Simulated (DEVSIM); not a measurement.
Schottky contact on n-type CdTe

System: Schottky contact on n-type CdTe, at 400 K.

```
layer (left to right)  material  thickness (μm)  Nd (cm⁻³)  τn (s)  τp (s)
---------------------  --------  --------------  ---------  ------  ------
1                          CdTe           0.550     1.8e15  3.3e-9  3.3e-9
```

Left contact: Schottky, work function 5.08 eV, emission velocity 6.1e6 cm/s. Right contact: ohmic. Voltage is applied to the left contact. Recombination: SRH at mid-gap, radiative. Mobility is μmin + (μ − μmin)/(1 + (N/Nref)^α).

Constants are typed, rounded textbook-type inputs, not results; the design itself was drawn at random and stands for no fabricated device. Values at 300 K; Nc and Nv go as T^1.5, mobilities as T to minus their exponent, the gap by Varshni's rule with the affinity fixed.

```csv
parameter,CdTe
gap (eV),1.5
affinity (eV),4.28
permittivity,10.2
Nc (cm⁻³),8e17
Nv (cm⁻³),1.8e19
μn (cm²/Vs),1000
μp (cm²/Vs),80
"μn,min",100
"μp,min",10
"Nref,n",1e17
"Nref,p",1e17
αn,0.6
αp,0.6
T exponent of μn,1.7
T exponent of μp,1.5
B (cm³/s),1e-10
Varshni α (eV/K),0.00031
Varshni β (K),108
```

Model (solved in DEVSIM): 1D drift-diffusion, Boltzmann statistics, complete ionisation; no tunnelling, impact ionisation, image-force lowering or self-heating. Metal contacts follow the ideal Schottky-Mott rule: no Fermi-level pinning, no interface dipoles.

```json
{
  "potential_step_across_the_device_at_zero_bias": "0.575 V",
  "largest_field_in_the_device_at_zero_bias": "19000 V/cm",
  "Dark forward voltage at 1 A/cm²": "0.343 V",
  "Dark forward voltage at 100 A/cm²": "0.548 V"
}
```

Dark reverse current:

```
V (V)  J (A/cm²)
-----  ---------
-0.10    -6.3e-5
-0.25    -7.0e-5
-0.50    -7.4e-5
-0.75    -7.8e-5
-1.00    -8.0e-5
-1.50    -8.4e-5
-2.00    -8.7e-5
-2.50    -8.9e-5
-3.25    -9.2e-5
-4.00    -9.3e-5
-5.00    -9.5e-5
```

Dark forward current:

```
V (V)  J (A/cm²)
-----  ---------
0.05     0.00020
0.10      0.0010
0.15      0.0045
0.20       0.019
0.25       0.077
0.30        0.31
0.35         1.2
0.40         4.6
0.45          16
0.50          45
0.55         100
0.60         190
0.65         300
0.70         420
0.75         560
0.80         700
0.85         840
0.90         980
0.95        1100
1.00        1300
1.05        1400
1.10        1600
1.15        1700
1.20        1900
1.25        2000
```
